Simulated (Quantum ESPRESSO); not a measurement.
# Short convergence ladders for Ta3Re (I4mm, 4 atoms in the cell)

```
Ta3Re
1.0
    0.00000     3.25370     3.25370
    3.25370     0.00000     3.25370
    3.25370     3.25370     0.00000
Ta Re
3 1
Direct
  0.25000   0.25000   0.25000
  0.75000   0.75000   0.75000
  0.50768   0.50768   0.49232
  0.00000   0.00000   0.00000
```

Base method: PBEsol, GBRV 1.5 ultrasoft (PBESOL) pseudopotentials (plane waves; Quantum ESPRESSO).

Base settings: ecutwfc = 40 Ry; ecutrho = 320 Ry; occupations = smearing; smearing = fd; degauss = 0.0073499 Ry; potentials = {Ta: ta_pbesol_v1.uspp.F.UPF, Re: re_pbesol_v1.2.uspp.F.UPF}; K_POINTS = automatic 4 4 4 0 0 0; conv_thr = 1e-10 Ry.

The count of work is k-points × plane waves × bands × iterations; it is no time. Core times come from one kind of shared machine, to one figure; runs under 30 s give none.

**The k-point mesh**

Only quantities that move along the ladder and can be compared are tabulated.

| K_POINTS | free energy less the last step's (meV/atom) | pressure (GPa) | largest difference of a force vector from the last step's (eV/Å) | count of work / last | core time / last (rough) |
|---|---|---|---|---|---|
| automatic 2 2 2 0 0 0 | -301.50 | -19.50 | 0.300 | 0.082 | 0.4 |
| automatic 3 3 3 0 0 0 | 39.73 | -9.73 | 0.098 | 0.12 | 0.5 |
| automatic 4 4 4 0 0 0 | 2.58 | -8.93 | 0.049 | 0.24 | 0.6 |
| automatic 5 5 5 0 0 0 | 2.25 | -9.71 | 0.068 | 0.30 | 0.5 |
| automatic 6 6 6 0 0 0 | -3.82 | -10.07 | 0.016 | 0.51 | 0.5 |
| automatic 8 8 8 0 0 0 | 0.00 | -10.00 | 0.000 | 1.0 | 1 |

Coarsest K_POINTS that holds the forces within 0.02 eV/Å: not settled: the last two steps still differ by 0.016 eV/Å, over half the tolerance, so the ladder does not show it.

Coarsest K_POINTS that holds the pressure within 1 GPa of the last step, with all finer ones: automatic 5 5 5 0 0 0, at 0.30 of the last step's count of work; the step before is off by 1.1 GPa.

Coarsest K_POINTS that holds the free energy within 5 meV/atom: not settled: the last two steps still differ by 3.8 meV/atom, over half the tolerance, so the ladder does not show it.

Two neighbours can agree and both be off: automatic 4 4 4 0 0 0 and automatic 5 5 5 0 0 0 differ by 0.33 meV/atom in the free energy, yet lie about 2.3 meV/atom from the last step.

**The k-point mesh at a smearing width of 0.02 eV**

In this ladder: degauss = 0.00147 Ry.

Only quantities that move along the ladder and can be compared are tabulated.

| K_POINTS | free energy less the last step's (meV/atom) | pressure (GPa) | largest difference of a force vector from the last step's (eV/Å) | count of work / last | core time / last (rough) |
|---|---|---|---|---|---|
| automatic 3 3 3 0 0 0 | 41.18 | -9.75 | 0.093 | 0.11 | 0.5 |
| automatic 5 5 5 0 0 0 | 2.98 | -9.93 | 0.096 | 0.30 | 0.7 |
| automatic 7 7 7 0 0 0 | -1.00 | -10.23 | 0.007 | 0.72 | 1 |
| automatic 8 8 8 0 0 0 | 0.00 | -10.21 | 0.000 | 1.0 | 1 |

Coarsest K_POINTS that holds the free energy within 5 meV/atom of the last step, with all finer ones: automatic 5 5 5 0 0 0, at 0.30 of the last step's count of work; the step before is off by 41 meV/atom.

Coarsest K_POINTS that holds the forces within 0.02 eV/Å of the last step, with all finer ones: automatic 7 7 7 0 0 0; the step before is off by 0.096 eV/Å.

Coarsest K_POINTS that holds the pressure within 0.2 GPa of the last step, with all finer ones: automatic 7 7 7 0 0 0; the step before is off by 0.28 GPa.

**The mesh under tetrahedron occupations**

In this ladder: occupations = tetrahedra_opt; smearing = default; degauss = default.

Only quantities that move along the ladder and can be compared are tabulated.

```tsv
K_POINTS	free energy less the last step's (meV/atom)	pressure (GPa)	largest difference of a force vector from the last step's (eV/Å)	count of work / last	core time / last (rough)
automatic 4 4 4 0 0 0	71.87	-8.23	0.135	0.10	0.2
automatic 6 6 6 0 0 0	24.43	-9.65	0.038	0.24	0.4
automatic 9 9 9 0 0 0	3.95	-9.96	0.004	0.60	0.6
automatic 11 11 11 0 0 0	0.00	-10.08	0.000	1.0	1
```

Coarsest K_POINTS that holds the free energy within 5 meV/atom: not settled: the last two steps still differ by 3.9 meV/atom, over half the tolerance, so the ladder does not show it.

Coarsest K_POINTS that holds the forces within 0.01 eV/Å of the last step, with all finer ones: automatic 9 9 9 0 0 0; the step before is off by 0.038 eV/Å.

Coarsest K_POINTS that holds the pressure within 1 GPa of the last step, with all finer ones: automatic 6 6 6 0 0 0, at 0.24 of the last step's count of work and about 0.4 of the last step's time; the step before is off by 1.9 GPa.

On the base run: the starting cell comes from a database of computed structures (which also holds hypothetical and non-ambient phases and stackings), without a prior relaxation at this level. Its lattice was rescaled by up to half a per cent. One atom was moved a little off its site on purpose. Spin polarisation is off. In the base run, with a pressure of about -9 GPa the cell is away from its equilibrium volume at this level. Without a gap this mesh is coarse (it stands for a supercell whose shortest vector is 18 Å).
